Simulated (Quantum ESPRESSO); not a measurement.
Quantum ESPRESSO 7.5, DFT, PBE, plane waves, PseudoDojo 0.5 standard norm-conserving PBE (local tails restored to the Coulomb form): rock-salt TiC (Ti8C8), 16 atoms. Basis and mesh were picked for this test and aren't claimed converged.

cell: 6.12, 6.12, 6.12 Å; 60, 60, 60°
task: scf
k mesh: 3×3×3
ecutwfc: 84 Ry
ecutrho: 336 Ry
occupations: smearing
smearing: mv
degauss: 0.02 Ry
conv_thr: 1.6e-08 Ry
tprnfor: true
tstress: false
k-point pools (-nk): 4
diagonalization: david (default)
k-points computed: 4
bands: 77
electrons: 128
G-vectors of the density: 114067
FFT grid: 72×72×72
symmetry operations: 48

One run each.

All on 8 ranks. Base settings, kept where nothing else is said: mixing_mode = plain (default), mixing_beta = 0.7 (default), mixing_ndim = 8 (default). The settings tried:
- mixing_ndim = 2
- mixing_mode = TF, mixing_beta = 1
- the base settings
- mixing_ndim = 16
- mixing_beta = 1
- mixing_mode = TF, mixing_beta = 0.4
- mixing_mode = local-TF
- mixing_mode = local-TF, mixing_beta = 0.2
- mixing_ndim = 4
- mixing_mode = TF
- mixing_mode = TF, mixing_beta = 0.1
- mixing_beta = 0.2
- mixing_mode = local-TF, mixing_beta = 0.1
- mixing_mode = TF, mixing_beta = 0.2
- mixing_beta = 0.1
- mixing_beta = 0.4
- mixing_mode = local-TF, mixing_beta = 0.4

Question: Predict which of these converge in the fewest SCF iterations.

Answer: Fewest SCF iterations, with those close behind: mixing_mode = TF, mixing_beta = 1 (12); mixing_mode = TF (13); mixing_beta = 0.4 (14); mixing_beta = 1 (15). Most among those that reach the base run's result: mixing_ndim = 16 (35). All converged.

| setting | SCF iterations | end |
|---|---|---|
| mixing_mode = TF, mixing_beta = 1 | 12 | converged |
| mixing_mode = TF | 13 | converged |
| mixing_beta = 0.4 | 14 | converged |
| mixing_beta = 1 | 15 | converged |
| mixing_mode = local-TF, mixing_beta = 0.4 | 17 | converged |
| mixing_mode = local-TF | 18 | converged |
| mixing_ndim = 4 | 18 | converged |
| mixing_beta = 0.2 | 19 | converged |
| the base settings | 20 | converged |
| mixing_mode = TF, mixing_beta = 0.2 | 20 | converged |
| mixing_mode = TF, mixing_beta = 0.1 | 21 | converged |
| mixing_mode = TF, mixing_beta = 0.4 | 21 | converged |
| mixing_mode = local-TF, mixing_beta = 0.1 | 27 | converged |
| mixing_mode = local-TF, mixing_beta = 0.2 | 27 | converged |
| mixing_ndim = 2 | 27 | converged |
| mixing_beta = 0.1 | 28 | converged |
| mixing_ndim = 16 | 35 | converged |
